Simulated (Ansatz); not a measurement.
Al (Fm-3m), PBEsol, DFPT electron-phonon coupling, linearised Boltzmann equation in Ansatz (a first-principles code): Condition of this run: hydrostatic pressure 15 GPa (the target of the relaxation). phonon-limited resistivity 1.43 μΩ·cm at 300 K, 2.04 μΩ·cm at 400 K, current-weighted mean free path 39 nm, Drude plasma energy 12.45 eV.

Q: What temperature coefficient of resistance follows, and how does it compare with 1/T?

A: (ρ₄₀₀ − ρ₃₀₀)/(100 K × ρ₃₀₀) = 4.27×10⁻³ K⁻¹, against 1/T = 3.33×10⁻³ K⁻¹ for a resistivity proportional to T. It lies higher because phonons are still being populated at 300 K; impurities would add a constant and lower it.

Q: Estimate the resistivity of a 80 nm square wire with diffuse walls from ρ ≈ ρ₀(1 + 3ℓ/4d).

A: 1 + 0.75 × 39/80 = 1.37, so ρ ≈ 1.95 μΩ·cm and a line 1 μm long has 3.05 Ω. The formula is the free-electron limit for d well above ℓ; grain boundaries add to it.

Q: Estimate the electronic thermal conductivity at 300 K by the Wiedemann-Franz law (L₀ = 2.44×10⁻⁸ W·Ω/K²).

A: L₀T/ρ = 2.44×10⁻⁸ × 300/(1.43×10⁻⁸) = 512 W/(m·K). Inelastic scattering puts the true Lorenz number somewhat under L₀ near and below the Debye temperature.

A metal at this level (no band gap). Only scattering by harmonic phonons is included (no impurities, grain boundaries, electron-electron scattering or thermal expansion). Spin-orbit coupling is left out. Halving the electron mesh (36x36x36) moves the resistivity by up to 6 % at 300 K, the mean free path by up to 5 %. Smearing 0.20 eV; phonons on a 6x6x6 q mesh, which this run doesn't test.
